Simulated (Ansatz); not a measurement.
## Carrier doping in SiC

The reference is SiC (space group P6_3mc, No. 186; a = 3.078 Å, c = 10.076 Å).

Carriers are added at fixed cell with a uniform background; the Fermi–Dirac width is that of 300 K.

The values are results of PBEsol (Ansatz, a first-principles code, PAW, scalar-relativistic without spin-orbit coupling), earlier PAW set, not measurements.

Notes on the quantities. Fermi level from band edge: Fermi level relative to the doped band's edge (positive inside the band; to 0.05 eV).

```json
[
 {"variant": "undoped", "gap between the host's bands": "2.12 eV", "Fermi level from band edge": "–"},
 {"variant": "electrons 2.0×10^21 cm⁻³", "gap between the host's bands": "2.10 eV", "Fermi level from band edge": "+0.45 eV"},
 {"variant": "electrons 3.0×10^21 cm⁻³", "gap between the host's bands": "2.10 eV", "Fermi level from band edge": "+0.55 eV"},
 {"variant": "electrons 5.0×10^21 cm⁻³", "gap between the host's bands": "2.08 eV", "Fermi level from band edge": "+0.70 eV"},
 {"variant": "electrons 7.0×10^21 cm⁻³", "gap between the host's bands": "[?]", "Fermi level from band edge": "[?]"},
 {"variant": "holes 2.0×10^21 cm⁻³", "gap between the host's bands": "2.16 eV", "Fermi level from band edge": "+0.25 eV"},
 {"variant": "holes 3.0×10^21 cm⁻³", "gap between the host's bands": "2.18 eV", "Fermi level from band edge": "+0.30 eV"},
 {"variant": "holes 5.0×10^21 cm⁻³", "gap between the host's bands": "2.23 eV", "Fermi level from band edge": "+0.45 eV"},
 {"variant": "holes 7.0×10^21 cm⁻³", "gap between the host's bands": "2.27 eV", "Fermi level from band edge": "+0.55 eV"}
]
```

**Question.** Fill in the withheld entries from the trend.

**Answer.** 
- electrons 7.0×10^21 cm⁻³, gap between the host's bands: 2.07 eV
- electrons 7.0×10^21 cm⁻³, Fermi level from band edge: +0.80 eV

Charged cell with a jellium background: band edges are those of the host's band count, energies are not comparable with the neutral cell, and many-body gap narrowing is missing. Stability against distortions was not tested.
